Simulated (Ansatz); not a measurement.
These are PBE (plane waves to 420 eV, PAW; Ansatz, an electronic-structure program) values and carry that method's errors.

Planar average of the electrostatic potential across the slab, in eV from the Fermi level, for a constructed model of the (111) surface of fcc Cu, a layer of In in place of the third plane (bottom of the slab: a bare face, its two planes held):

```csv
z (Å),V (eV)
3.94,4.85
4.22,4.85
4.50,4.85
4.78,4.84
5.06,4.84
5.34,4.82
5.62,4.79
5.91,4.73
6.19,4.61
6.47,4.35
6.75,3.82
7.03,2.74
7.31,0.31
7.59,-6.12
7.87,-13.68
8.16,-17.04
8.44,-15.26
8.72,-8.77
9.00,-1.77
9.28,0.07
9.56,-3.23
9.84,-10.85
10.12,-16.38
10.41,-16.94
10.69,-12.43
10.97,-4.75
11.25,-0.28
11.53,-1.22
11.81,-7.60
12.09,-14.68
12.37,-17.36
12.66,-14.96
12.94,-8.05
13.22,-1.41
13.50,0.43
13.78,-0.57
14.06,-4.38
14.34,-11.96
14.62,-19.08
14.91,-22.48
15.19,-21.78
15.47,-16.94
15.75,-9.11
16.03,-2.60
16.31,0.06
16.59,0.26
16.87,-3.16
17.16,-10.71
17.44,-16.32
17.72,-17.00
18.00,-12.64
18.28,-4.95
18.56,-0.28
18.84,-0.99
19.12,-7.14
19.41,-14.27
19.69,-17.09
19.97,-14.79
20.25,-7.84
20.53,-0.62
20.81,2.43
21.09,3.70
21.37,4.31
21.66,4.61
21.94,4.75
22.22,4.82
22.50,4.86
22.78,4.87
23.06,4.88
23.34,4.89
23.62,4.89
23.91,4.89
24.19,4.89
```

Slab: 6 atoms, 10.6 Å thick at the start with caps and adatoms (thin: gaps and levels are the slab's own); k 17x17x1, smearing 0.1 eV, dipole-corrected; 2 atoms held, the rest relaxed; start symmetry kept, larger cells not searched; no spin, no spin-orbit, no U. In PBE it lies 0.10 eV a 1x1 cell over the lowest computed structure of the same composition (a layer of In in place of the second plane).

The vacuum level lies 4.89 eV above the Fermi level over the top face and 4.85 eV above it under the bottom face.
